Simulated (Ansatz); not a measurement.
We consider CsGeBr3 (within 0.1 Å of R3m, No. 160, 5 atoms in the cell; start mp-642739), described by r²SCAN in Ansatz (plane waves, PAW).

Numerical settings: plane-wave cutoff 560 eV, 6×6×6 k mesh, Fermi–Dirac smearing 0.01 eV, scalar-relativistic PAW data made under PBE.

Cell (relaxed with PBEsol):

Space group R3m, hexagonal axes (No. 160); a = b = 7.767 Å, c = 9.668 Å, α = β = 90.00°, γ = 120.00°

| atom | site | symmetry | x | y | z |
|---|---|---|---|---|---|
| Cs | 3a | 3m | 0.0000 | 0.0000 | 0.8969 |
| Ge | 3a | 3m | 0.0000 | 0.0000 | 0.3790 |
| Br | 9b | .m | 0.1631 | 0.3261 | 0.2366 |
(The calculation used a cell of 5 atoms; values per cell refer to that cell.)

Q: Give the computed band gap and direct gap at Γ.

A: 
- band gap = 0.89 eV
- direct gap at Γ = 6.14 eV

Note: cell and atoms aren't relaxed at this level (largest force component 0.13 eV/Å, pressure 1.0 GPa).

Spin–orbit coupling is not included.

Computed values are for the static lattice.

Computing time: about 2.9 core-minutes (a rough figure).

A start named mp-… is a Materials Project structure, which need not be a measured phase.

Ansatz is a quantum-chemistry and plane-wave program.
